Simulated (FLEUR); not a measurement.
Troubleshooting FLEUR: a failed run on LuPd (Pm-3m, 2 atoms in the cell). The aim is a self-consistent single point with DFT, LDA (Vosko-Wilk-Nusair), all-electron FLAPW (FLEUR), scalar-relativistic valence.

Cell that was meant: a = 3.3631 Å, b = 3.3631 Å, c = 3.3631 Å, α = 90.00°, β = 90.00°, γ = 90.00°.

Part of the input:

```xml
   <atomSpecies>
      <species name="Palladium (Pd)" element="Pd" atomicNumber="46">
         <mtSphere radius="2.57" gridPoints="885" logIncrement="0.015"/>
         <atomicCutoffs lmax="3" lnonsphr="3"/>
         <electronConfig flipSpins="F">
            <coreConfig>(1s1/2) (2s1/2) (2p1/2) (2p3/2) (3s1/2) (3p1/2) (3p3/2) (4s1/2) (3d3/2) (3d5/2)</coreConfig>
            <valenceConfig>(4p1/2) (4p3/2) (5s1/2) (4d3/2) (4d5/2)</valenceConfig>
[...]
      </species>
      <species name="Lutetium (Lu)" element="Lu" atomicNumber="71">
         <mtSphere radius="2.57" gridPoints="885" logIncrement="0.015"/>
         <atomicCutoffs lmax="3" lnonsphr="3"/>
         <electronConfig flipSpins="F">
            <coreConfig>(1s1/2) (2s1/2) (2p1/2) (2p3/2) (3s1/2) (3p1/2) (3p3/2) (4s1/2) (3d3/2) (3d5/2) (4p1/2) (4p3/2) (4d3/2) (4d5/2)</coreConfig>
            <valenceConfig>(5s1/2) (5p1/2) (5p3/2) (6s1/2) (4f5/2) (4f7/2) (5d3/2) (5d5/2)</valenceConfig>
```

Output (repeated stretches shortened):

```
      Welcome to FLEUR        (www.flapw.de)
      MaX-Release 8.1          (www.max-centre.eu)

 ========== k-point set info ==========
 Selected k-point list: default-1
 k-point list type: mesh
 8 x 8 x 8
 Number of k points: 20

 ------------Calculation Setup---------------------------
           1           2           4           5          10          20
 Number of basis functions:          289
************FLEUR-Warning*****************
Error message: Too low eigenvalue detected
Error occurred in subroutine: fermi
Hint: If the lowest eigenvalue is more than 1Htr below the lowest energy parameter, you probably have picked up a ghoststate
Error from PE:0/1
Warnings not ignored. To make the warning nonfatal create a file 'JUDFT_WARN_ONLY' in the working directory or start FLEUR with the -warn_only command line option.
```

Question: From the messages shown, name the fault and mend the input.

Answer: The fault is too low an angular cutoff in the spheres; here the program stops on it instead of giving results. To fix it, raise the angular cutoff. The program stopped with an error.

An input that runs soundly differs in these lines (not the only fix; some lines may just follow from the change or write a value another way):
```diff
-         <atomicCutoffs lmax="3" lnonsphr="3"/>
+         <atomicCutoffs lmax="10" lnonsphr="8"/>
-         <atomicCutoffs lmax="3" lnonsphr="3"/>
+         <atomicCutoffs lmax="10" lnonsphr="8"/>
```

With that input, the run converged in 17 iterations: free energy E − TS -533745.3327 eV; Fermi level (on the code's own zero) 10.48 eV (DFT, LDA (Vosko-Wilk-Nusair), all-electron FLAPW (FLEUR), scalar-relativistic valence).

On the sound input: the starting cell comes from a database of published, mostly measured structures (it also holds non-ambient and calculated ones), without a prior relaxation at this level. Its lattice was rescaled by a random factor within 2.5 % of one. Spin polarisation is off. Values depend on the basis (sphere radii, cutoffs, local orbitals), which need not be converged.
